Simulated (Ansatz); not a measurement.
Total g(r) from a molecular-dynamics run [in the run: one k-point, which a denser mesh shifts by 0.1 GPa in pressure and 0.03 eV/Å in forces]. Computed with PBE (plane waves, PAW; Ansatz, an electronic-structure program).

(r (Å), g(r)): (1.02, 0.00); (1.14, 0.00); (1.26, 0.00); (1.38, 0.00); (1.50, 0.00); (1.62, 0.00); (1.74, 0.00); (1.86, 0.00); (1.98, 0.00); (2.10, 0.55); (2.22, 8.34); (2.34, 0.23); (2.46, 0.00); (2.58, 0.00); (2.70, 0.03); (2.82, 1.90); (2.94, 4.90); (3.06, 0.15); (3.18, 0.00); (3.30, 0.00); (3.42, 0.00); (3.54, 0.17); (3.66, 2.82); (3.78, 0.27); (3.90, 0.02); (4.02, 2.08); (4.14, 2.57)

Problem. Which system gave this curve?
(A) Pd (fcc), crystal, 660 K
(B) WC (hexagonal), crystal, 295 K
(C) LiCl (rock salt), crystal, 442 K
(D) SiO2 (α-quartz start), crystal, 314 K

Solution. B, WC (hexagonal), crystal, 295 K
